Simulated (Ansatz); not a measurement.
**VIr$_{3}$ (P6_3/mmc): band-structure transport figures**

Given:

```
Ir3V
1.0
    5.40350     0.00000     0.00000
   -2.70175     4.67957     0.00000
    0.00000     0.00000     4.30715
V Ir
2 6
Direct
  0.33333   0.66667   0.75000
  0.66667   0.33333   0.25000
  0.16740   0.33480   0.25000
  0.83260   0.66520   0.75000
  0.83260   0.16740   0.75000
  0.16740   0.83260   0.25000
  0.66520   0.83260   0.25000
  0.33480   0.16740   0.75000
```

These are PBEsol, rigid bands (plane waves, PAW, scalar-relativistic; Ansatz, a first-principles code) values and carry that method's errors. How the cell was made: cell and atoms relaxed with PBEsol.

| Quantity | Value |
|---|---|
| density of states at the Fermi level | 2.93 states/(eV·cell), both spins |
| bare Sommerfeld coefficient | 0.86 mJ/(mol of atoms·K²) |
| Drude plasma energy | 4.4 (x), 4.4 (y), 5.5 (z) eV |
| root-mean-square Fermi velocity | 5.7e5 m/s |
| resistivity times τ | 26 (x), 26 (y), 16.1 (z) ×10⁻²² Ω·m·s |

A metal at this level (no band gap); rigid bands, thermally averaged at 300 K, both spins. Spin-orbit coupling is left out, which matters with elements this heavy. τ is one relaxation time for all states.

Computed structure with no diffraction record at hand here (it may be known, metastable or hypothetical): VIr3 (P6_3/mmc). Treated as nonmagnetic (a ferromagnetic start lost its moment, other orders weren't tried): VIr3 (P6_3/mmc).
